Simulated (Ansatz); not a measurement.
The starting structures come from a database of crystals and need not be the phases stable at ambient conditions.

 Where the default PAW files enter, the runs use the earlier of Ansatz's two default sets.

Data:

```
In2MgS4
1.0
    7.64047     0.00000     0.00000
   -3.82023     6.61684     0.00000
    3.82023     2.20561     6.23841
Mg In S
2 4 8
Direct
  0.00000   0.00000   0.00000
  0.50000   0.75000   0.75000
  0.75000   0.37500   0.87500
  0.25000   0.37500   0.37500
  0.75000   0.37500   0.37500
  0.25000   0.87500   0.37500
  0.76424   0.61788   0.61788
  0.26424   0.13212   0.13212
  0.76424   0.14636   0.61788
  0.26424   0.13212   0.60364
  0.23576   0.61788   0.14636
  0.73576   0.60364   0.13212
  0.23576   0.61788   0.61788
  0.73576   0.13212   0.13212
```

Space group of this cell: Fd-3m, spinel. The cell is taken as given; by PBEsol its mean pressure is -1.0 GPa.

Transport runs along the normal of the first two printed cell vectors, the (111) plane of the conventional cell.

The gap is the functional's own, uncorrected, and κ follows it; spin-orbit coupling is left out. Mid-gap values are interpolated between the computed energies.

Question: State the band gap and the smallest decay constant κ at mid-gap according to Ansatz (an electronic-structure program) with PBEsol.

Answer: Gap 1.72 eV on a 6×6×6 mesh; κ = 0.149 1/Å, at the zone centre.
